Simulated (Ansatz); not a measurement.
**Effect of uniaxial strain ε_zz = −1.48 % on CdSe**

The reference is CdSe in the wurtzite structure (space group P6_3mc, No. 186; a = 4.3021 Å, c = 7.0214 Å). Axes: x lies along a and z along c of the hexagonal cell.

One thing is altered: uniaxial strain ε_zz = −1.48 %, all other strain components held at zero, atoms relaxed at fixed cell.

Level of theory: Ansatz (a program for electronic structure), PBEsol, PAW, cutoff 420 eV, no SOC, earlier PAW set. k-mesh 9×9×5 (Γ-centred); smearing 0.05 eV (Fermi–Dirac).

Volume per atom: 27.72 Å³ (base 28.13 Å³)
Space group: P6_3mc (No. 186) (base P6_3mc (No. 186))
Shortest interatomic distance: 2.621 Å (base 2.633 Å)
Energy relative to the base (free energy F): +1.6 meV/atom
Pressure (mean of the normal stresses, compression positive): 8.0 kbar (base 0.0 kbar)
Band gap: 0.59 eV (an upper bound: an edge found on the path is not a true extremum; the changed cell) (base 0.54 eV)
Largest internal atomic displacement: 0.012 Å
Stress (xx, yy, zz, yz, xz, xy; compression positive): (0.59, 0.59, 1.24, 0.00, 0.00, 0.00) GPa

Final structure:

```xyz
4
Lattice="4.3021 0.0000 0.0000 -2.1510 3.7257 0.0000 0.0000 0.0000 6.9174" Properties=species:S:1:pos:R:3 pbc="T T T"
Cd     2.1510     1.2419     0.0149
Cd     0.0000     2.4838     3.4736
Se     2.1510     1.2419     4.3099
Se     0.0000     2.4838     0.8512
```

Whether these cells are dynamically stable was not tested.
